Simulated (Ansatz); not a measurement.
```
CELL_PARAMETERS angstrom
      6.67989     0.00195    -0.15819
      1.43254     4.13250     0.06520
     -0.66858     1.64204    27.71714
ATOMIC_POSITIONS crystal
  C  0.73151 0.25817 0.03000
  C  0.36345 0.49296 0.02824
  C  0.53586 0.15303 0.03132
  C  0.08885 0.14334 0.03318
  C  0.93842 0.97432 0.03243
  C  0.74982 0.36028 0.08436
  C  0.34942 0.55868 0.08343
  C  0.55148 0.98140 0.08493
  C  0.15456 0.15462 0.08503
  C  0.95164 0.78372 0.08512
  C  0.75771 0.02387 0.10646
  C  0.35647 0.22120 0.10430
  C  0.55596 0.62599 0.10071
  C  0.16010 0.81661 0.10473
  C  0.95387 0.42916 0.10085
  C  0.77543 0.99080 0.16070
  C  0.37413 0.19068 0.15989
  C  0.57486 0.59278 0.15864
  C  0.17738 0.78765 0.16003
  C  0.97445 0.39328 0.15876
  C  0.78082 0.64684 0.17805
  C  0.38201 0.84625 0.17827
  C  0.58041 0.24896 0.17826
  C  0.18071 0.44658 0.17832
  C  0.98188 0.04776 0.17820
  C  0.79899 0.61499 0.23412
  C  0.39959 0.81541 0.23422
  C  0.59852 0.21739 0.23420
  C  0.19849 0.41560 0.23424
  C  0.99944 0.01665 0.23418
  C  0.80487 0.27225 0.25289
  C  0.40473 0.47246 0.25293
  C  0.60521 0.87237 0.25272
  C  0.20497 0.07212 0.25286
  C  0.00501 0.67201 0.25279
  C  0.82273 0.24087 0.30885
  C  0.42261 0.44134 0.30891
  C  0.62312 0.84109 0.30862
  C  0.22253 0.04094 0.30871
  C  0.02295 0.64074 0.30885
  C  0.82970 0.89611 0.32745
  C  0.42849 0.09615 0.32720
  C  0.62860 0.49886 0.32741
  C  0.22883 0.69841 0.32756
  C  0.02812 0.29660 0.32753
  C  0.84761 0.86457 0.38344
  C  0.44610 0.06511 0.38287
  C  0.64643 0.46782 0.38338
  C  0.24694 0.66700 0.38370
  C  0.04596 0.26522 0.38364
  C  0.85257 0.52161 0.40270
  C  0.45328 0.72179 0.40308
  C  0.65193 0.12367 0.40039
  C  0.25184 0.32351 0.40094
  C  0.05325 0.92028 0.40304
  C  0.87150 0.48990 0.45981
  C  0.47271 0.68975 0.46152
  C  0.66787 0.09424 0.45419
  C  0.26991 0.29297 0.45524
  C  0.07224 0.88621 0.46067
  C  0.86945 0.14605 0.47673
  C  0.47653 0.33444 0.47589
  C  0.68026 0.75908 0.47722
  C  0.27611 0.95876 0.47755
  C  0.08177 0.53323 0.47825
  C  0.83982 0.06749 0.52886
  C  0.49813 0.16563 0.53006
  C  0.70556 0.86669 0.53014
  C  0.29909 0.05774 0.53035
  C  0.13400 0.39523 0.53303
  Sn 0.34497 0.59663 0.57694
  Sn 0.87080 0.41195 0.58058
  Sn 0.10542 0.63203 0.66734
  Sn 0.65628 0.17211 0.66751
  Sn 0.24721 0.05154 0.73991
  Sn 0.69558 0.59086 0.74313
  Sn 0.07882 0.61360 0.80729
  Sn 0.64718 0.17237 0.82975
  Sn 0.01666 0.20651 0.89354
  Sn 0.44717 0.75822 0.88178
  Sn 0.55160 0.74046 0.98505
  Sn 0.06934 0.55494 0.98200
```

The first 70 atoms are the substrate (C-dia), the rest the film (Sn).

Computed with PBE (plane waves to 420 eV, PAW; Ansatz, a first-principles code). Spin–orbit coupling is left out; the runs are not spin-polarised. Its k-point mesh 4×6×1, Fermi–Dirac width 0.05 eV.

Describe the bonding at the interfaces and give the barriers.

A periodic stack without vacuum, beta tin (1 1 0) on diamond (1 1 1) (film strained to the substrate, started from cuts of the bulks and a machine-learned relaxation; slabs C70 and Sn12, which can lie off the formulas): substrate slab C70, film Sn12, surface cells [[-3, 2], [-1, -1]] and [[3, 2], [-1, 0]], film strained by -2.7 and +4.9 %, outermost planes C/C and Sn/Sn as cut, which need not be the usual terminations and can put a slab off its formula.
The interface area is 27.6 Å². The period is 27.65 Å and the heights between the nearest atoms of the two slabs at the two interfaces comes out as 1.21 and 1.19 Å. The C–Sn contacts across the interfaces within 1.22 times the sum of covalent radii is 12, mean 2.26 Å and the hole barrier (PBE) is 0.47 eV. The electron barrier (PBE) is 3.66 eV.
